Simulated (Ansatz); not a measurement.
What biaxial strain +0.50 %, plane normal [001], relaxed out of plane does to Pt

Take Pt in the fcc (Cu type) structure (space group Fm-3m, No. 225; a = 3.8954 Å; relaxed with 0.1 eV smearing) as the base. Axes: x, y, z lie along the cube axes.

One thing is altered: biaxial strain +0.50 %, plane normal [001], relaxed out of plane (Cartesian); in-plane vectors clamped, the third vector and the atoms free.

Calculations: LDA (Ansatz, a first-principles code), no spin-orbit coupling. Γ-centred 29×29×29 mesh, Fermi–Dirac width 0.1 eV.

```json
[
 {"quantity": "volume per atom", "base": "14.78 Å³", "changed": "14.82 Å³", "shift": "+0.04 Å³"},
 {"quantity": "space group", "base": "Fm-3m (No. 225)", "changed": "I4/mmm (No. 139)", "shift": "–"},
 {"quantity": "shortest interatomic distance", "base": "2.754 Å", "changed": "2.752 Å", "shift": "-0.0028 Å"},
 {"quantity": "energy relative to the base (free energy F)", "base": "0 meV/atom", "changed": "+0.6 meV/atom", "shift": "+0.6 meV/atom"},
 {"quantity": "band gap", "base": "zero", "changed": "zero", "shift": "–"},
 {"quantity": "out-of-plane strain", "base": "–", "changed": "-0.71 %", "shift": "–"},
 {"quantity": "mean in-plane stress (compression positive)", "base": "–", "changed": "-1.3 GPa", "shift": "–"}
]
```

Whether these cells are dynamically stable was not tested. The final runs are not spin-polarised.
